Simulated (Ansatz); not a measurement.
Abridged Ansatz (an electronic-structure program) output:

```
Relaxation: its limit of steps is 50 (relax.max_steps)
Pseudopotential: Sc, paw, valence charge 11
Crystal: 2 atoms, lattice volume = 49.208 Å³
Basis set: ecut = 420 eV, 953 PW (Γ), exchange–correlation on 48×48×72 points (8 copies of the dense FFT grid, shifted against one another)
Bands: 15, of which v1, the nominal top of the filled ones, is band 11 counted from 1 (10 counted from 0)
Symmetry: 24 space group operations
k-points: 264 of 4400
Functional: x = pbesol(κ = 0.804, μ = 0.12345679012345678), c = pbesol(β = 0.046)
SCF iter   1: F=—  HF=-4222.781988 eV  |F-HF|=—  |Δ(HF+E_count)|=         —  Δρ=4.18e-3  dr2=8.01e-3  ethr=1.77e-3  ⟨swp⟩=3.1  Hψ=16258  notcnv=0
SCF iter   2: F=—  HF=-4222.779293 eV  |F-HF|=—  |Δ(HF+E_count)|=   2.69e-3  Δρ=2.02e-3  dr2=2.11e-3  ethr=3.64e-5  ⟨swp⟩=2.0  Hψ=7448  notcnv=0
SCF 1 converged in 6 iterations: F = -4222.778681 eV  dr2 = 4.47e-11
relax step   1: F+E_penalty+E_count = -4222.77868119 eV  Δ(F+E_penalty+E_count) = +0.000e0 eV  max|allowed force component| = 1.156e-16 eV/Å  Δτ_max = 0.0000 Å  P = -1.998 GPa  Ω = 49.208 Å³  fix = [a, b, gamma]  reactions: a -2.933, b -2.933 GPa  (6 SCF iters, dr2 threshold 1.00e-7 eV, accepted)
Crystal: 2 atoms, lattice volume = 49.147 Å³
SCF iter   1: F=—  HF=-4222.778732 eV  |F-HF|=—  |Δ(HF+E_count)|=         —  Δρ=3.30e-5  dr2=3.29e-7  ethr=1.61e-9  ⟨swp⟩=3.4  Hψ=29406  notcnv=0
SCF iter   2: F=—  HF=-4222.778711 eV  |F-HF|=—  |Δ(HF+E_count)|=   2.06e-5  Δρ=1.62e-5  dr2=6.99e-8  ethr=1.49e-9  ⟨swp⟩=1.0  Hψ=3966  notcnv=0
SCF 2 converged in 6 iterations: F = -4222.778711 eV  dr2 = 4.36e-15
relax step   2: F+E_penalty+E_count = -4222.77871140 eV  Δ(F+E_penalty+E_count) = -3.022e-5 eV  max|allowed force component| = 1.677e-16 eV/Å  Δτ_max = 0.0000 Å  P = -1.937 GPa  Ω = 49.147 Å³  energy of the carried Pulay correction = +4.365e-6 eV  fix = [a, b, gamma]  reactions: a -2.902, b -2.902 GPa  (6 SCF iters, dr2 threshold 4.18e-8 eV, accepted)
Crystal: 2 atoms, lattice volume = 49.147 Å³
SCF iter   1: F=—  HF=-4222.778728 eV  |F-HF|=—  |Δ(HF+E_count)|=         —  Δρ=1.31e-6  dr2=1.23e-10  ethr=1.16e-9  ⟨swp⟩=3.0  Hψ=27706  notcnv=0
SCF iter   2: F=—  HF=-4222.778707 eV  |F-HF|=—  |Δ(HF+E_count)|=   2.07e-5  Δρ=7.56e-7  dr2=3.54e-11  ethr=5.60e-13 (applied; sched 1.00e-12)  ⟨swp⟩=2.0  Hψ=7237  notcnv=0
SCF 3 converged in 8 iterations: F = -4222.778707 eV  dr2 = 4.99e-19
SCF converged after 8 iterations
Free energy (F): -4222.778707 eV
Internal energy: -4222.659161 eV  (E = F + TS)
E sigma→0 (E₀):  -4222.718934 eV
Entropy (-TS):   -0.119546 eV (-59.773 meV/atom)
Fermi energy:    9.170613 eV
--- Forces (eV/Å), atoms counted from 1 ---
  atom   1  Sc    -0.00000000     0.00000000    -0.00000000
  atom   2  Sc     0.00000000    -0.00000000     0.00000000
--- Stress (GPa, compression-positive) ---
       -2.902393      -0.000000       0.000000
       -0.000000      -2.902393      -0.000000
        0.000000      -0.000000      -0.005188
  P = ⅓ Tr σ = -1.9367 GPa (-19.367 kbar)
--- Relaxed structure (2 steps of the walk, 2 accepted, 1 SCFs on fresh bases) ---
  cell:  # Å, volume = 49.1466 Å³
    - [3.3572358853193185, -2.8867425094505355e-11, -1.3233394680252616e-34]
    - [1.6786179426846592, 2.907451563168836, -6.537110840423435e-35]
    - [-1.987156559784994e-34, 1.3799698331840237e-36, 5.0349980170972914]
  atoms:
    - { symbol: Sc, position: [0.6666666666666664, 0.6666666666666665, 0.25] }
    - { symbol: Sc, position: [0.3333333333333332, 0.33333333333333326, 0.75] }
```

What was computed, and what are the main results?

Sc, 2 atoms in the cell, with PBEsol, PAW, 420 eV (Ansatz; no spin-orbit coupling). The last SCF converged to F = -4222.778707 eV, or -2111.3894 eV per atom, at a pressure of -1.94 GPa. The total energy compares only with runs of the same code, potentials and settings.

The cells carry an imposed strain or load. Whether these cells are dynamically stable was not tested. The final runs are not spin-polarised. The cell was made from Sc in the hcp (Mg type) structure (space group P6_3/mmc, No. 194) by this change: biaxial strain +2.50 %, plane normal [001], relaxed out of plane.

Keys are those of Ansatz 0.2.
